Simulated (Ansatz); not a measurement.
Mo_Si in metastable 2H silicon carbide (start: the Si site; 96-site cell, 2×2×2 shifted sampling). All values below come from PBE, PAW (plane waves to 420 eV; Ansatz, a program for electronic structure). Total energies of the localised charge states, counted from that of charge +2, and their image corrections (point charge with alignment); the host's valence-band maximum lies at 9.434 eV on the cells' energy zero and its gap is 2.31 eV.

```
charge         moment (μB)  E − E(first) (eV)  correction (eV)
------  ------------------  -----------------  ---------------
+2      not spin-polarised              0.000            1.062
+1                     1.0             10.401            0.362
0                      2.0             20.989            0.000
```

**Question.** Derive the transition levels above the valence-band maximum and say which of them are thermodynamic.

**Answer.** A level is the Fermi energy at which two charges have equal formation energy: ε(q/q′) = [E(q′) + corr(q′) − E(q) − corr(q)] / (q − q′) − E_VBM.
ε(+2/+1) = [(10.401 + 0.362) − (0.000 + 1.062)] / 1 − 9.434 = 0.27 eV
ε(+1/0) = [(20.989 + 0.000) − (10.401 + 0.362)] / 1 − 9.434 = 0.79 eV
Thermodynamic levels at least 0.1 eV inside the gap: (+2/+1) at 0.27 eV; (+1/0) at 0.79 eV. Corrections reach 1.06 eV, so the outer levels may be off by several tenths of an eV. Only the charges listed were compared. Charge −1 has its level within 0.1 eV of a band edge or past it. Flagged in the runs: a host whose relaxation on this sampling wasn't shown to rest.
